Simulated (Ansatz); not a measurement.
Base system: SiC in the wurtzite structure (space group P6_3mc, No. 186).

```
SiC
1.0
    3.07548     0.00000     0.00000
   -1.53774     2.66344     0.00000
    0.00000     0.00000     5.04859
Si C
2 2
Direct
  0.66667   0.33333   0.00050
  0.33333   0.66667   0.50050
  0.66667   0.33333   0.62470
  0.33333   0.66667   0.12470
```

Cartesian axes are those of the cell as printed.

Method: r2SCAN (Ansatz, an electronic-structure program), no spin-orbit coupling, earlier PAW set.

For the base:

| Item | Value |
|---|---|
| Band gap | 2.65 eV |
| Smallest direct gap | 4.48 eV |
| Shortest interatomic distance | 1.883 Å |

The change: a free-standing slab of 1 layer (4 atoms, 4 a layer) is cut normal to the y axis, with 15 Å of vacuum and the in-plane cell held at bulk.

**Question.** What does the calculation give for the band gap, smallest direct gap, gap character and shortest interatomic distance after the change?

**Answer.** The band gap goes up by 0.32 eV, from 2.65 eV to 2.97 eV; the smallest direct gap falls by 1.255 eV (4.48 eV → 3.22 eV); the gap character is indirect, Γ–X (62 % along) → U; the shortest interatomic distance falls by 0.159 Å (1.883 Å → 1.724 Å).

Whether these cells are dynamically stable was not tested. Labels are those of the standard path for the cell's own space group.
